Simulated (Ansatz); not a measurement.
The parent structure is P in the black-P type structure (space group Cmce, No. 64; layered, stacked along the Cartesian y axis).

```xyz
4
Lattice="1.6511 -5.3454 0.0000 1.6511 5.3454 0.0000 0.0000 0.0000 4.4667" Properties=species:S:1:pos:R:3 pbc="T T T"
P      1.6511     1.0592     2.6134
P      1.6511    -1.0592     1.8532
P      1.6511    -4.2862     4.0865
P      1.6511     4.2862     0.3801
```

Calculations: Ansatz (a quantum-chemistry and plane-wave program), r2SCAN+rVV10, PAW, cutoff 500 eV, without spin-orbit coupling.

For the base:

The pressure comes out as 0.0 GPa.

Now apply this change: an isotropic linear strain of −2.29 %, atoms relaxed at fixed cell.

Task: How does this affect the largest internal atomic displacement, pressure and energy relative to the base?

Result: The largest internal atomic displacement is 0.039 Å; the pressure (mean of the normal stresses, compression positive) goes from zero to 3.5 GPa; the energy increases by 14 meV/atom.

The mesh was chosen for an insulator and is coarse for the gapless case. Whether these cells are dynamically stable was not tested. Gaps under 0.05 eV, about the width of the smearing, are given as zero.
